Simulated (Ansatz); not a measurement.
How the c axis length of Te₃As₂ (model structure, started from the A-La2O3 type, P-3m1, No. 164, 5 atoms in the cell) moves with the method

No measured value is used here.

```csv
level (code),value (Å)
PBE (Ansatz),10.456
PBEsol (Ansatz),?
PBE-D3(BJ) (Ansatz),9.896
```

What belongs in the gaps?


- PBEsol (Ansatz, a program for electronic structure), value (Å): 9.932

Ansatz's density-functional and Hartree–Fock values are scalar-relativistic unless marked +SOC, with PAW data made under PBE.

A model structure was made by putting elements into a prototype or built by hand; it is no filed structure, need not be a known phase, and can be a saddle point held by its symmetry.
